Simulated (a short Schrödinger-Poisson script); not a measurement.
**MOS inversion layer, SiO2 on p-type InP**

Stack: MOS inversion layer, SiO2 on p-type InP, at 300 K.

```
layer  material  thickness (nm)  Na (cm⁻³)
-----  --------  --------------  ---------
1          SiO2             1.2          -
2           InP             840     3.2e17
```

The device is made up for the run: typed textbook-type constants, with dimensions and the other settings drawn at random. SiO2: permittivity 3.9, conduction-band edge (eV) 3.48, gap (eV) 9, electron mass (mₑ) 0.5. InP: permittivity 12.5, conduction-band edge (eV) 0, gap (eV) 1.344, Nv at 300 K (cm⁻³) 1.1e19.

Channel valleys (confinement mass, in-plane density-of-states mass, number): Γ 0.08, 0.08, 1. At the gate the conduction-band edge of layer 1 lies 3.58 eV − eVg above the Fermi level of the channel; the field vanishes at the back. Gaps are held at their typed values at every temperature. Mesh 0.03 nm at interfaces.

Solved with a short Schrödinger-Poisson script written for these runs: 1D Poisson equation in equilibrium, electrons quantum, Hartree (BenDaniel-Duke, 12 states a valley, the channel's in-plane mass for all, wave functions free to enter the dielectric), parabolic valleys, classical holes, full ionisation, no traps, pinning or gate leakage.

```tsv
Vg (V)	electrons (cm⁻²)	C (μF/cm²)	Γ E0 (meV)	Γ E1 (meV)
0.05	3.42e6	0.155	321.8	450.8
0.15	1.13e8	0.149	231.3	364.5
0.25	3.76e9	0.163	140.6	277.9
0.35	9.36e10	0.508	56.2	197.7
0.45	5.80e11	1.13	1.3	148.2
0.55	1.35e12	1.36	-33.8	119.3
0.65	2.21e12	1.45	-63.2	96.2
0.75	3.11e12	1.50	-90.9	75.0
0.85	4.04e12	1.53	-117.7	55.0
0.95	5.00e12	1.57	-143.7	36.4
```

Gate voltages with under 1e6 electrons/cm² are left out.

Subbands count from the Fermi level.

Above a few 1e12 electrons/cm² a light Γ valley is non-parabolic and upper valleys begin to fill, which the model leaves out.
